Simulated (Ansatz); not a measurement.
# PtS: response to strain

The reference is PtS (space group P4_2/mmc, No. 131).

```xyz
4
Lattice="3.4751 0.0000 0.0000 0.0000 3.4751 0.0000 0.0000 0.0000 6.0673" Properties=species:S:1:pos:R:3 pbc="T T T"
Pt     0.0000     1.7376     0.0000
Pt     1.7376     0.0000     3.0336
S      0.0000     0.0000     1.5168
S      0.0000     0.0000     4.5505
```

Cartesian axes are those of the cell as printed.

Strains are applied to the cell and any free atomic positions relax; under biaxial strain the out-of-plane vector relaxes too.

The values are results of DFT with PBEsol, PAW potentials and a 420 eV plane-wave cutoff in Ansatz (a program for electronic structure), no SOC, not measurements.

Notes on the quantities. in-plane stress: mean in-plane stress (compression positive).

```csv
variant,in-plane stress,out-of-plane strain
"biaxial strain −3.00 %, plane normal [001], relaxed out of plane",+4.8 GPa,+2.67 %
"biaxial strain −2.40 %, plane normal [001], relaxed out of plane",+3.8 GPa,+2.12 %
"biaxial strain −1.80 %, plane normal [001], relaxed out of plane",+2.9 GPa,+1.58 %
"biaxial strain −1.20 %, plane normal [001], relaxed out of plane",+1.9 GPa,+1.04 %
"biaxial strain −0.60 %, plane normal [001], relaxed out of plane",+0.9 GPa,+0.52 %
```

Stability against distortions was not tested.
